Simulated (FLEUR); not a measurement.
Worked example: self-consistent single point of InF3 (R-3c, 8 atoms in the cell) in FLEUR.

Computed with LDA (Perdew-Zunger), all-electron FLAPW (FLEUR), scalar-relativistic valence in FLEUR.

The change in words: lattice scaled by 0.98. Reference geometry:
```
InF3
1.0
    2.60214     1.50235     4.90751
   -2.60214     1.50235     4.90751
    0.00000    -3.00469     4.90751
In F
2 6
Cartesian
  0.00000   0.00000   7.36126
  0.00000   0.00000   0.00000
 -0.92191   1.40789   6.13438
  0.92191  -1.40789   8.58814
 -0.75832  -1.50235   6.13438
  0.75832   1.50235   8.58814
  1.68023   0.09445   6.13438
 -1.68023  -0.09445   8.58814
```

Reference input (self-consistent single point, DFT, LDA (Perdew-Zunger), all-electron FLAPW (FLEUR), scalar-relativistic valence): Kmax = 4.6 1/bohr; GmaxXC = 13.8 1/bohr; xcFunctional = pz; jspins = 1; l_soc = F; mode = hist; fermiSmearingEnergy = 0.00183747 Htr; mesh (inpgen div1-3) = 5 5 5; inpgen gamma flag = false; Gmax = 13.8 1/bohr; numbands = 0; maxIterBroyd = 15. This run's input differs from it in these lines:

```diff
@@ -3,5 +3,5 @@
 &input film=f /
-2.6021398013 1.5023461147 4.9075070000
--2.6021398013 1.5023461147 4.9075070000
--0.0000000000 -3.0046922295 4.9075070000
+2.5500968360 1.4722990947 4.8093570000
+-2.5500968360 1.4722990947 4.8093570000
+0.0000000000 -2.9445981894 4.8093570000
 1.8897261246
@@ -50,5 +50,5 @@
          <bravaisMatrix>
-            <row-1>    4.9173315623780622     2.8390227011398976     9.2738441845573707</row-1>
-            <row-2>   -4.9173315623780622     2.8390227011398976     9.2738441845573707</row-2>
-            <row-3>    0.0000000000000000    -5.6780454024687685     9.2738441845573707</row-3>
+            <row-1>    4.8189846112490011     2.7822420624795194     9.0883675654278822</row-1>
+            <row-2>   -4.8189846112490011     2.7822420624795194     9.0883675654278822</row-2>
+            <row-3>    0.0000000000000000    -5.5644841249590389     9.0883675654278822</row-3>
          </bravaisMatrix>
```

Output (repeated stretches shortened):

```
 Iteration:     1   Distance:      15.26299900 me/bohr^3
 Iteration:     2   Distance:      13.49694333 me/bohr^3
 Iteration:     3   Distance:       7.49659858 me/bohr^3
 Iteration:     4   Distance:       4.52088043 me/bohr^3
 Iteration:     5   Distance:       1.85246700 me/bohr^3
   [... 6 lines left out ...]
 Iteration:    12   Distance:       0.00125729 me/bohr^3
 Iteration:    13   Distance:       0.00006760 me/bohr^3
 Iteration:    14   Distance:       0.00007510 me/bohr^3
 Iteration:    15   Distance:       0.00000511 me/bohr^3
 Reset of history
 Run finished successfully
 Stop message:
   Structural relaxation: new displacements generated

[file out, last iteration]
             iter=     16
[...]
          total density-effective poten   -2.0322126153E+04
          total charge density-energy d   -3.6873803416E+02
 Updated energy parameters for spin:           1
[...]
 fermi energy and band-weighting factors:

[...]
FERMIE:
          first approx. to ef    (T=0)  :  -0.002653 htr   (energy of the highest occ. eigenvalue)
          number of occ. states  (T=0)  :        646
          first approx. to seigv (T=0)  : -18.191092 htr
          sum of weights of occ. states :  34.000000
          sum of semicore charge        :   0.000000 e
FERHIS:  Fermi-Energy by histogram:
          bandgap                     :   0.164838 htr
   [... lines left out ...]
          charge neutrality (T=0)     :   0.000000    (zero if the highest occ. eigenvalue is "entirely" occupied)
 Direct bandgap for spin            1 :   0.16532184794347426       Htr
 ---->    free energy=                    -12352.4849537386 htr
   [... lines left out ...]
      extrapolation for T->0
 ---->    total electron energy=          -12352.4849537386 htr
 ***** TOTAL FORCES ON ATOMS *****
 TOTAL FORCE FOR ATOM TYPE=  1  X=  0.000   Y=  0.000   Z= 13.633
                       FX_TOT= 0.000000 FY_TOT= 0.000000 FZ_TOT= 0.000000
 TOTAL FORCE FOR ATOM TYPE=  2  X=  3.112   Y= -0.175   Z=  2.272
                       FX_TOT= 0.001101 FY_TOT= 0.001906 FZ_TOT= 0.000000
```

The run converged in 15 iterations. FLEUR gives forces in its relaxation mode, with a further iteration, so its stop message speaks of a relaxation. Against the reference run the free energy drops by 6.8 meV/atom and the gap on the mesh goes from 4.077 to 4.485 eV.

The starting cell comes from a database of computed structures (which also holds hypothetical and non-ambient phases and stackings), without a prior relaxation at this level. For this run, on top of that: lattice scaled by 0.98. Values depend on the basis (sphere radii, cutoffs, local orbitals), which need not be converged.

Cost on one core of a shared machine: roughly 4 min.
